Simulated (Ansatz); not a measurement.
Consider SnTe in the rock salt structure (space group Fm-3m, No. 225; a = 6.370 Å).

It is then changed as follows: an isotropic linear strain of +5.85 %, atoms relaxed at fixed cell.

Level of theory: Ansatz (a first-principles code) r2SCAN, scalar-relativistic without spin-orbit coupling.

Base, band edges from the VBM (valence, conduction): X -3.96, 2.45; W -1.03, 0.84; L 0.00, 0.13; Γ -2.40, 3.36; K -2.87, 2.98; U -2.87, 2.98 eV.

Question: Give the band edges at the high-symmetry points of the new zone, measured from its valence-band maximum.

Answer: 
| point | valence edge (eV) | conduction edge (eV) |
|---|---|---|
| Γ | -1.57 | 3.33 |
| X | -2.80 | 3.43 |
| U | -2.07 | 2.99 |
| K | -2.07 | 2.99 |
| L | 0.00 | 0.57 |
| W | -0.62 | 1.20 |

The gap is 0.57 eV, direct at L.

Spin-orbit coupling, missing from the scalar runs, can matter with Te. Stability against distortions was not tested.
